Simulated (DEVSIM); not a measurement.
Structure: Schottky contact on p-type Si, at 300 K.

Layer 1 from the left is Si, thickness (μm) 5.10, Na (cm⁻³) 8.8e16, τn (s) 0.00063, τp (s) 0.00063.

Left contact: Schottky, work function 4.394 eV, emission velocity 9.2e6 cm/s. Right contact: ohmic. Voltage is applied to the left contact. Recombination: SRH at mid-gap. Mobility is μmin + (μ − μmin)/(1 + (N/Nref)^α).

The device is made up for the run: typed textbook-type constants, with dimensions and the other settings drawn at random. Values at 300 K.

Si: gap (eV) 1.124, affinity (eV) 4.05, permittivity 11.7, Nc (cm⁻³) 2.86e19, Nv (cm⁻³) 3.1e19, μn (cm²/Vs) 1417, μp (cm²/Vs) 470, μn,min 52, μp,min 45, Nref,n 9.7e16, Nref,p 2.2e17, αn 0.68, αp 0.72.

DEVSIM, 1D drift-diffusion, Boltzmann statistics, complete ionisation; no tunnelling, impact ionisation, image-force lowering or self-heating. Metal contacts follow the ideal Schottky-Mott rule: no Fermi-level pinning, no interface dipoles.

Dark forward current:

```csv
|V| (V),|J| (A/cm²)
0.05,1.723e-5
0.10,0.0001351
0.15,0.0009410
0.20,0.006439
0.25,0.04384
0.30,0.2969
0.35,1.987
0.40,12.68
0.45,66.53
0.50,223.6
0.55,484.5
0.60,808.3
0.65,1167
0.70,1547
0.75,1940
0.80,2342
```

Work out the local ideality factor n = ΔV / (kT/q · ln(J2/J1)) between the rows 0.15 and 0.20 V, 0.75 and 0.80 V.

kT/q = 25.85 mV. From 0.15 to 0.20 V: ln(0.006439/0.0009410) = 1.923, n = 1.01, near the 1 of diffusion or emission over a barrier. From 0.75 to 0.80 V: ln(2342/1940) = 0.188, n = 10.27; the layers' resistance at their doping, Σ W/(qμN) = 0.00011 Ω cm², would take 45 mV of this step of 50 mV.

Estimate the current at 0.25 V for emission alone, J0 = q v N_band exp(−φB/kT), and read the barrier back from the simulated current.

φB = 0.780 eV, N_band = 3.10e19 cm⁻³, J0 = 3.59e-6 A/cm²; J = J0 (exp(qV/kT) − 1) = 0.0570 A/cm². The simulation gives 0.0438 A/cm²; the estimate lies 30 % above. Read backwards, the simulated current gives an apparent barrier of 0.787 eV. The estimate leaves out transport through the depletion region and minority injection.
